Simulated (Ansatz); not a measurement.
A relaxation of cell and atoms of LaGe2Pd2 (I4/mmm, 5 atoms in the cell) with Ansatz (an electronic-structure program).

Level of theory: LDA (PW92), default PAW files made with PBE (plane waves; Ansatz).

The change in words: atoms on their sites; basis.ecutwfc: 420 eV → 630 eV; relax: default → cell and atoms. Reference geometry:
```
La(GePd)2
1.0
   -2.18820     2.18820     5.03688
    2.18820    -2.18820     5.03688
    2.18820     2.18820    -5.03688
La Ge Pd
1 2 2
Direct
  0.00496   0.00496   0.00000
  0.62413   0.62413   0.00000
  0.37587   0.37587   0.00000
  0.25000   0.75000   0.50000
  0.75000   0.25000   0.50000
```

Reference input (self-consistent single point, DFT, LDA (PW92), plane waves, default PAW files made with PBE): basis.ecutwfc = 420 eV; kpoints.mp_grid.grid = 5 5 5; hamiltonian.xc = lda; hamiltonian.pseudopotentials = {kind: paw} (the program's default PAW files); scf.occupations.method = fermi_dirac; scf.occupations.width = 0.1 eV. This run's input differs from it in these lines:

Ansatz 0.2 input:
```diff
@@ -7,3 +7,3 @@
   atoms:
-    - { symbol: La, position: [0.004963, 0.004963, 0.000000] }
+    - { symbol: La, position: [0.000000, 0.000000, 0.000000] }
     - { symbol: Ge, position: [0.624130, 0.624130, 0.000000] }
@@ -13,3 +13,3 @@
 basis:
-  ecutwfc: 420.0 eV
+  ecutwfc: 630.0 eV
 kpoints:
@@ -21,2 +21,4 @@
   occupations: { method: fermi_dirac, width: 0.1 eV }
+relax:
+  cell: {}
 output:
```

The program printed (abridged):

```
   [... SCF lines of the steps left out ...]
relax step   1: F+E_penalty+E_count = -28201.19289752 eV  Δ(F+E_penalty+E_count) = +0.000e0 eV  max|allowed force component| = 2.177e-1 eV/Å  Δτ_max = 0.0000 Å  P = -5.156 GPa  Ω = 96.470 Å³  (8 SCF iters, dr2 threshold 1.00e-7 eV, accepted)
relax step   2: F+E_penalty+E_count = -28201.24795613 eV  Δ(F+E_penalty+E_count) = -5.506e-2 eV  max|allowed force component| = 1.052e-1 eV/Å  Δτ_max = 0.0056 Å  P = +2.754 GPa  Ω = 90.559 Å³  energy of the carried Pulay correction = +4.461e-4 eV  [...]
relax step   3: F+E_penalty+E_count = -28201.26282704 eV  Δ(F+E_penalty+E_count) = -1.487e-2 eV  max|allowed force component| = 1.430e-2 eV/Å  Δτ_max = 0.0011 Å  P = -0.214 GPa  Ω = 92.518 Å³  energy of the carried Pulay correction = +2.931e-4 eV  [...]
relax step   4: F+E_penalty+E_count = -28201.26297288 eV  Δ(F+E_penalty+E_count) = -1.458e-4 eV  max|allowed force component| = 4.127e-3 eV/Å  Δτ_max = 0.0004 Å  P = -0.005 GPa  Ω = 92.368 Å³  energy of the carried Pulay correction = +3.046e-4 eV  [...]
relax step   5: F+E_penalty+E_count = -28201.26263966 eV  Δ(F+E_penalty+E_count) = +3.332e-4 eV  max|allowed force component| = 4.137e-3 eV/Å  Δτ_max = 0.0000 Å  P = -0.004 GPa  Ω = 92.368 Å³  stress off target by 3.21e-2 GPa  SCF on the basis [...]
basis re-selected at this cell: Δ(F+E_penalty+E_count) = +3.332e-4 eV, ΔP = +0.002 GPa vs the last step
the relaxation is at rest under the 16 symmetry operations that the run kept from its start: a minimum is not shown …
Free energy (F): -28201.262640 eV
Internal energy: -28201.177230 eV  (E = F + TS)
E sigma→0 (E₀):  -28201.219935 eV
Entropy (-TS):   -0.085410 eV (-17.082 meV/atom)
Fermi energy:    15.226894 eV
--- Forces (eV/Å), atoms counted from 1 ---
  atom   1  La     0.00000000     0.00000000     0.00000000
   [... lines left out ...]
  cell:  # Å, volume = 92.3685 Å³
   [... lines left out ...]
    - { symbol: Ge, position: [0.6236503473594434, 0.6236503473594434, 3.4630990111679895e-34] }
    - { symbol: Ge, position: [0.37634965264055664, 0.37634965264055664, 3.5072793717965703e-34] }
    - { symbol: Pd, position: [0.24999999999999994, 0.7500000000000001, 0.5000000000000001] }
    - { symbol: Pd, position: [0.7500000000000001, 0.24999999999999994, 0.5000000000000001] }
```

The run converged. 

Summary of the result:
* **Free energy E − TS (on the zero of these files)**: -28201.2626 eV
* **Fermi level (on the code's own zero)**: 15.23 eV
* **Pressure**: 0.00 GPa
* **Largest force (vector length)**: 0.004 eV/Å
* **Final cell**: a = b = c = 5.8520 Å, α = β = 136.91°, γ = 62.57°
* **Final volume per atom**: 18.47 Å³
* **Relaxation steps**: 5

The starting cell comes from a database of computed structures (which also holds hypothetical and non-ambient phases and stackings), without a prior relaxation at this level. Its lattice was rescaled by up to half a per cent. Spin polarisation is off. The relaxation keeps the symmetry of its start, so its end need not be a minimum. Ansatz's pressure includes its estimate of the finite-basis (Pulay) stress.
